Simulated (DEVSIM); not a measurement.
System: abrupt Ge p-n junction, at 300 K.

Layer 1 from the left is Ge, thickness (μm) 9.20, Na (cm⁻³) 2.2e18, τn (s) 8.2e-7, τp (s) 8.2e-7. Layer 2 from the left is Ge, thickness (μm) 140, Nd (cm⁻³) 4.8e15, τn (s) 8.2e-7, τp (s) 8.2e-7.

Left contact: ohmic. Right contact: ohmic. Voltage is applied to the left contact. Recombination: SRH at mid-gap, radiative. Mobility is μmin + (μ − μmin)/(1 + (N/Nref)^α).

This is a model device: material constants are rounded textbook-type values typed into the input, and sizes, dopings and lifetimes were drawn at random. Values at 300 K.

Ge: gap (eV) 0.664, affinity (eV) 4, permittivity 16, Nc (cm⁻³) 1.04e19, Nv (cm⁻³) 6e18, μn (cm²/Vs) 3900, μp (cm²/Vs) 1900, μn,min 150, μp,min 100, Nref,n 2.6e17, Nref,p 4e17, αn 0.56, αp 0.6, B (cm³/s) 6.4e-14.

Question: Estimate by hand the built-in potential, the peak field at zero bias, the capacitance at -1.5 V, and compare with a numerical solution.

Answer: 
- Built-in potential: ni = √(Nc Nv) exp(−Eg/2kT) = 2.09e13 cm⁻³ with Eg = 0.664 eV; Vbi = kT/q ln(Na Nd/ni²) = 0.439 V; numerical 0.439 V.
- Peak field at zero bias: depletion approximation: W = √(2εVbi/(qN)) = 0.403 μm with N = 4.79e15 cm⁻³; field = 2Vbi/W = 21800 V/cm; numerical 70900 V/cm (estimate below by 69 %).
- Capacitance at -1.5 V: C = √(qεN / 2(Vbi + |V|)) = 16.7 nF/cm²; numerical 17.2 nF/cm² (estimate below by 2.4 %).

DEVSIM, 1D drift-diffusion, Boltzmann statistics, complete ionisation; no tunnelling, impact ionisation, image-force lowering or self-heating.
